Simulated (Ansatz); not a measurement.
Start from ZrSi2 (space group Cmcm, No. 63; a = 3.675 Å, b = 14.571 Å, c = 3.656 Å).

One thing is altered: every lattice vector is shortened by 1.16 %, atoms relaxed at fixed cell.

Levels (all Ansatz, an electronic-structure program, PAW, earlier PAW set): PBEsol (420 eV, spin-orbit coupling left out); r2SCAN (500 eV, no SOC).

The geometry is relaxed with PBEsol.

- PBEsol pressure = 5.2 GPa

With r2SCAN at the same geometry, the pressure increases by 3.4 GPa to 8.6 GPa.

Single points use the geometry relaxed with PBEsol. Their cutoffs differ, which shifts pressures a little. The cells carry an imposed strain or load. Whether these cells are dynamically stable was not tested. The final runs are not spin-polarised.
